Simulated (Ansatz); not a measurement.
Sensitivity of a calculation on Sr₂P₂O₇ (Pna2_1, 44 atoms in the cell) to its settings

```xyz
44
Lattice="9.0128 0.0000 0.0000 0.0000 13.4836 0.0000 0.0000 0.0000 5.4768" Properties=species:S:1:pos:R:3 pbc="T T T"
P      2.0063     0.4477     2.7384
P      7.0066    13.0360     0.0000
P      2.5002     7.1895     0.0000
P      6.5127     6.2942     2.7384
O      3.8304     3.1012     1.4240
O      5.1824    10.3824     4.1624
O      0.6760     9.8431     4.1624
O      8.3368     3.6406     1.4240
P      4.2360     2.4298     2.7384
P      4.7768    11.0539     0.0000
P      0.2704     9.1716     0.0000
P      8.7424     4.3121     2.7384
Sr     1.5592     3.2226     0.0000
Sr     7.4536    10.2611     2.7384
Sr     2.9472     9.9644     2.7384
Sr     6.0656     3.5192     0.0000
O      3.5420     0.9573     2.7384
O      5.4708    12.5263     0.0000
O      0.9644     7.6992     0.0000
O      8.0484     5.7845     2.7384
Sr     3.3834     5.5634     2.7384
Sr     5.6294     7.9203     0.0000
Sr     1.1230    12.3052     0.0000
Sr     7.8898     1.1785     2.7384
O      1.3519     0.9034     4.0528
O      7.6609    12.5802     1.3144
O      3.1545     7.6452     1.3144
O      5.8583     5.8384     4.0528
O      5.7141     2.1978     2.7384
O      3.2987    11.2858     0.0000
O      7.8051     8.9397     0.0000
O      1.2077     4.5440     2.7384
O      3.7043     3.1012     3.9980
O      5.3085    10.3824     1.2597
O      0.8021     9.8431     1.2597
O      8.2107     3.6406     3.9980
O      2.0910    12.4319     2.7384
O      6.9218     1.0517     0.0000
O      2.4154     5.6901     0.0000
O      6.5974     7.7935     2.7384
O      1.3519     1.0382     1.4787
O      7.6609    12.4454     4.2171
O      3.1545     7.7801     4.2171
O      5.8583     5.7036     1.4787
```

Base run A: PBEsol, default PAW files made with PBE (Ansatz, a program for electronic structure), self-consistent single point.

Its settings: basis.ecutwfc = 420 eV; kpoints.mp_grid.grid = 2 1 3; hamiltonian.xc = pbesol; hamiltonian.pseudopotentials = {kind: paw} (the program's default PAW files); scf.occupations.method = cold; scf.occupations.width = 0.05 eV.

The starting cell comes from a database of published, mostly measured structures (it also holds non-ambient and calculated ones), without a prior relaxation at this level. Its lattice was rescaled by a random factor within 2.5 % of one. In the base run, forces exceed 1 eV/Å. Ansatz's pressure includes its estimate of the finite-basis (Pulay) stress.

ΔF is the free energy per atom less that of run A. A dash stands where there is no value to compare (another energy zero or no entropy term, no result, no spin, no clean gap, or a mesh too coarse for one). Total energies depend on the potentials, the functional and any Hubbard or dispersion term, so they are compared only between runs that share all of them.

Runs:
- B: kpoints.mp_grid.shift: default → 0 0 0.5
- C: scf.convergence.dr2_threshold: default (1e-07 eV) → 1e-06 eV
- D: hamiltonian.xc: pbesol → lda [LDA (PW92)]
- E: scf.mixing.algorithm: default (the program chose MSR1) → broyden; scf.mixing.beta: default → 0.2
- F: scf.mixing.algorithm: default (the program chose MSR1) → msr1
- G: scf.mixing.preconditioner: default (the program chose Resta) → none
- H: scf.algorithm: default → direct_min

| run | ΔF (meV/atom) | pressure (GPa) | largest force (eV/Å) | gap on the mesh (eV) |
|---|---|---|---|---|
| A | 0.00 | -1.78 | 1.816 | 5.019 |
| B | -0.02 | -1.78 | 1.816 | 5.354 |
| C | 0.00 | -1.78 | 1.816 | 5.019 |
| D | – | -5.72 | 1.765 | 4.865 |
| E | 0.00 | -1.78 | 1.816 | 5.019 |
| F | 0.00 | -1.78 | 1.816 | 5.019 |
| G | 0.00 | -1.78 | 1.816 | 5.019 |
| H | 0.00 | -1.78 | 1.816 | 5.019 |

Run B against A: The free energy is nearly the same (within 1 meV/atom), the pressure stays at -1.78 GPa, the largest force stays at 1.816 eV/Å and the gap on the mesh goes from 5.019 to 5.354 eV.

Run D against A: The pressure goes from -1.78 to -5.72 GPa, the largest force goes from 1.816 to 1.765 eV/Å and the gap on the mesh goes from 5.019 to 4.865 eV.

Keys are those of Ansatz 0.2.
